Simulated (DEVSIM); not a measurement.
Structure: illuminated Ge n-on-p cell, one wavelength, with a back-surface field, at 350 K.

```csv
layer (left to right),material,thickness (μm),Nd (cm⁻³),Na (cm⁻³),τn (s),τp (s),absorption coefficient (cm⁻¹)
1,Ge,0.960,3.3e18,-,2.6e-8,4.1e-8,1400
2,Ge,290,-,8e16,5.8e-7,5.8e-7,1400
3,Ge,2.00,-,3.3e18,5.8e-7,5.8e-7,1400
```

Left contact: ohmic, minority hole recombination velocity 4e5 cm/s. Right contact: ohmic, minority electron recombination velocity 1000 cm/s. Voltage is applied to the left contact. Recombination: SRH at mid-gap, radiative, Auger. Light enters at the left, 2e17 photons cm⁻² s⁻¹, one pass, no reflection. Mobility is constant in doping.

Constants are typed, rounded textbook-type inputs, not results; the design itself was drawn at random and stands for no fabricated device. Values at 300 K; Nc and Nv go as T^1.5, mobilities as T to minus their exponent, the gap by Varshni's rule with the affinity fixed.

| parameter | Ge |
|---|---|
| gap (eV) | 0.664 |
| affinity (eV) | 4 |
| permittivity | 16 |
| Nc (cm⁻³) | 1.04e19 |
| Nv (cm⁻³) | 6e18 |
| μn (cm²/Vs) | 3900 |
| μp (cm²/Vs) | 1900 |
| T exponent of μn | 1.66 |
| T exponent of μp | 2.33 |
| B (cm³/s) | 6.4e-14 |
| Cn (cm⁶/s) | 1e-31 |
| Cp (cm⁶/s) | 1e-31 |
| Varshni α (eV/K) | 0.000477 |
| Varshni β (K) | 235 |

Simulated with DEVSIM: 1D drift-diffusion, Boltzmann statistics, complete ionisation; no tunnelling, impact ionisation, image-force lowering or self-heating.

Q: Tabulate band edges, carrier densities and field at zero bias, in the dark.

A: Energies count from the Fermi level of the right contact; mesh points crowd at the junctions.

```tsv
x (μm)	Ec (eV)	Ev (eV)	n (cm⁻³)	p (cm⁻³)	field (V/cm)
0.000	0.042	-0.603	3.3e18	1.6e10	≈ 0
0.06918	0.042	-0.603	3.3e18	1.6e10	≈ 0
0.3140	0.042	-0.603	3.3e18	1.6e10	≈ 0
0.7780	0.042	-0.603	3.3e18	1.6e10	≈ 0
0.9476	0.042	-0.602	3.2e18	1.6e10	2400
0.9974	0.342	-0.303	1.6e14	3.3e14	50000
1.182	0.507	-0.137	6.5e11	8.0e16	≈ 0
2.417	0.507	-0.137	6.5e11	8.0e16	≈ 0
6.869	0.507	-0.137	6.5e11	8.0e16	≈ 0
23.75	0.507	-0.137	6.5e11	8.0e16	≈ 0
92.33	0.507	-0.137	6.5e11	8.0e16	≈ 0
253.3	0.507	-0.137	6.5e11	8.0e16	≈ 0
281.2	0.507	-0.137	6.5e11	8.0e16	≈ 0
288.5	0.507	-0.137	6.5e11	8.0e16	≈ 0
290.6	0.507	-0.137	6.5e11	8.0e16	≈ 0
290.9	0.508	-0.136	6.4e11	8.2e16	430
291.0	0.583	-0.061	5.3e10	9.9e17	70000
291.0	0.619	-0.025	1.6e10	3.3e18	≈ 0
291.4	0.619	-0.025	1.6e10	3.3e18	≈ 0
292.4	0.619	-0.025	1.6e10	3.3e18	≈ 0
292.8	0.619	-0.025	1.6e10	3.3e18	≈ 0
293.0	0.619	-0.025	1.6e10	3.3e18	≈ 0
```
